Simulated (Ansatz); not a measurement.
TiS2 under a change: 3 layers

Start from TiS2 in the CdI2 type structure (space group P-3m1, No. 164; a = 3.3606 Å, c = 5.5224 Å; layered, stacked along the Cartesian z axis).

Now apply this change: a free-standing slab of 3 layers (9 atoms, 3 a layer) is cut normal to the stacking axis, with 15 Å of vacuum and the in-plane cell relaxed.

Method: PBE-D3(BJ) (Ansatz, an electronic-structure program), spin-orbit coupling left out. Γ-centred 16×16×1 mesh, Fermi–Dirac width 0.05 eV, for the changed cell.

The band gap remains zero and the excess energy per area of both faces (slab less bulk energy over the cell's area: twice a surface energy) comes out as 0.6 J/m² (uncertain by up to 0.1 J/m²). The thickness between the outermost nuclei amounts to 13.99 Å and the in-plane lattice parameter a rises by 0.0028 Å to 3.363 Å.

The excess energy carries the mismatch between the slab's and the bulk's meshes. No phonon test of stability was made. All final runs are without spin polarisation. The zero or small gap of TiS2 can change with the level of theory.
